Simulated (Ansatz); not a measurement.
Base system: BaHfO₃ in the cubic perovskite structure (space group Pm-3m, No. 221; a = 4.177 Å).

The values are results of r2SCAN/PAW in Ansatz (a first-principles code), scalar-relativistic without spin-orbit coupling, not measurements.

For the base:

| Item | Result |
|---|---|
| Band gap | 4.19 eV |
| Electron mass | 0.35, 0.35, 2.3 mₑ (at Γ) |
| Density | 8.29 g/cm³ |

Perturbation: full substitution Hf → Zr; the structure is relaxed again.

Tabulated Pauling electronegativity and covalent radius: Hf 1.30, 1.75 Å; Zr 1.33, 1.75 Å.

Predict the new band gap.

The band gap drops by 0.46 eV (4.19 eV → 3.73 eV).

Estimate the effect on the electron mass.

The electron mass (degenerate bands, along [100]) goes from 0.35, 0.35, 2.3 mₑ (at Γ) to 0.36, 0.36, 2.8 mₑ (at Γ).

What does the calculation give for the density after the change?

The density shrinks by 2.11 g/cm³, from 8.29 g/cm³ to 6.18 g/cm³.

With Hf present, leaving out spin-orbit coupling can change the band edges. Effective masses come from finite differences of ±0.01 Å⁻¹. Stability against distortions was not tested.
